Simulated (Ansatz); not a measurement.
The starting structures come from a database of crystals and need not be the phases stable at ambient conditions.

 Where the default PAW files enter, the runs use the earlier of Ansatz's two default sets.

Here is the system:

```yaml
crystal:
  lattice:
    - [4.20893, 0.00000, 0.00000]
    - [0.00000, 5.95233, 0.00000]
    - [0.00000, 2.97616, 3.06545]
  atoms:
    - { symbol: Zr, position: [0.00000, 0.00000, 0.00000] }
    - { symbol: Pb, position: [0.50000, 0.50000, 0.00000] }
    - { symbol: O, position: [0.00000, 0.50000, 0.50000] }
    - { symbol: O, position: [0.00000, 0.00000, 0.50000] }
    - { symbol: O, position: [0.50000, 0.00000, 0.00000] }
```

Space group of this cell: Cmmm. The cell is strained (lengths along the current scaled by 1.03, ions clamped); by r2SCAN its mean pressure is -9.6 GPa.

Transport runs along the normal of the first two printed cell vectors.

The gap is the functional's own. No spin-orbit coupling. Mid-gap values are interpolated on the energy grid.

Question: Estimate the band gap and the smallest decay constant κ at mid-gap that r2SCAN (Ansatz, a program for electronic structure) returns for this system.

Answer: Gap 2.54 eV on a 8×10×10 mesh; κ = 0.233 1/Å, at (0.500, 0.000) of the in-plane reciprocal vectors. At the zone centre, at the nearest computed energy, the slowest state has κ = 0.33 1/Å.
